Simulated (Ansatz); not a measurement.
Abridged Ansatz (a program for electronic structure) output:

```
Relaxation: its limit of steps is 60 (relax.max_steps)
Pseudopotential: Al, paw, valence charge 3
Pseudopotential: Cu, paw, valence charge 19
Crystal: 6 atoms, lattice volume = 76.391 Å³
Basis set: ecut = 420 eV, 1503 PW (Γ), exchange–correlation on 64×64×64 points (8 copies of the dense FFT grid, shifted against one another)
Bands: 31, of which v1, the nominal top of the filled ones, is band 25 counted from 1 (24 counted from 0)
Symmetry: 16 space group operations
k-points: 163 of 1728
Functional: x = pbe(κ = 0.804, μ = 0.2195149727645171), c = pbe(β = 0.06672455060314922)
SCF iter   1: F=—  HF=-15400.543579 eV  |F-HF|=—  |Δ(HF+E_count)|=         —  Δρ=5.00e-3  dr2=1.67e-2  ethr=1.77e-3  ⟨swp⟩=8.3  Hψ=25942  notcnv=0  defer=11
SCF iter   2: F=—  HF=-15400.545128 eV  |F-HF|=—  |Δ(HF+E_count)|=   1.55e-3  Δρ=5.35e-3  dr2=1.09e-2  ethr=3.34e-5  ⟨swp⟩=2.0  Hψ=9533  notcnv=0  defer=142
SCF 1 converged in 8 iterations: F = -15400.542202 eV  dr2 = 4.79e-8
relax step   1: F+E_penalty+E_count = -15400.54220243 eV  Δ(F+E_penalty+E_count) = +0.000e0 eV  max|allowed force component| = 3.971e-5 eV/Å  Δτ_max = 0.0000 Å  P = +22.500 GPa  Ω = 76.391 Å³  (8 SCF iters, dr2 threshold 1.00e-7 eV, accepted)
[... steps on the carried basis left out ...]
relax step   6: F+E_penalty+E_count = -15400.09821085 eV  Δ(F+E_penalty+E_count) = +1.300e-3 eV  max|allowed force component| = 7.209e-5 eV/Å  Δτ_max = 0.0000 Å  P = +29.987 GPa  Ω = 73.669 Å³  stress off target by 1.48e-2 GPa  SCF on the basis re-selected at this cell (its energy is not comparable with the rows above)  (7 SCF iters)
SCF converged after 7 iterations
Free energy (F): -15400.098211 eV
Internal energy: -15400.081622 eV  (E = F + TS)
E sigma→0 (E₀):  -15400.089916 eV
Entropy (-TS):   -0.016589 eV (-2.765 meV/atom)
Fermi energy:    13.234832 eV
--- Forces (eV/Å), atoms counted from 1 ---
  atom   1  Al     0.00007209     0.00007209     0.00000000
  atom   2  Al     0.00007209    -0.00007209    -0.00000000
  atom   3  Al    -0.00007209     0.00007209     0.00000000
  atom   4  Al    -0.00007209    -0.00007209     0.00000000
  atom   5  Cu    -0.00000000     0.00000000     0.00000000
  atom   6  Cu     0.00000000     0.00000000    -0.00000000
--- Stress (GPa, compression-positive) ---
       29.985184       0.000000       0.000000
        0.000000      29.985184      -0.000000
        0.000000      -0.000000      29.990139
  P = ⅓ Tr σ = 29.9868 GPa (299.868 kbar)
--- Relaxed structure (5 steps of the walk, 5 accepted, 1 SCFs on fresh bases) ---
  cell:  # Å, volume = 73.6692 Å³
    - [-2.844152216959328, 2.844152216959328, 2.276775164292014]
    - [2.844152216959328, -2.844152216959328, 2.276775164292014]
    - [2.844152216959328, 2.844152216959328, -2.276775164292014]
  atoms:
    - { symbol: Al, position: [0.6568722410539978, 0.15687224105399764, 0.8137444821079954] }
    - { symbol: Al, position: [0.8431277589460021, 0.6568722410539976, 0.4999999999999999] }
    - { symbol: Al, position: [0.15687224105399766, 0.34312775894600217, 0.49999999999999994] }
    - { symbol: Al, position: [0.34312775894600217, 0.8431277589460021, 0.1862555178920045] }
    - { symbol: Cu, position: [0.25, 0.25, 9.396503036618667e-20] }
    - { symbol: Cu, position: [0.7499999999999999, 0.7499999999999999, 9.396503036618664e-20] }
```

Task: What was computed, and what are the main results?

Result: Al2Cu, 6 atoms in the cell, with PBE (Ansatz), no spin-orbit coupling, from a series relaxed to a target (pressure 30 GPa). The last SCF converged to F = -15400.098211 eV, or -2566.6830 eV per atom, at a pressure of 29.99 GPa. The total energy compares only with runs of the same code, potentials and settings.

Load acts through the strain it causes; cell and atoms are relaxed under it. No phonon test of stability was made. No other phases were tried under pressure. All final runs are without spin polarisation. The cell was made from Al$_{2}$Cu (space group I4/mcm, No. 140) by this change: pressure 30 GPa.

Keys are those of Ansatz 0.2.
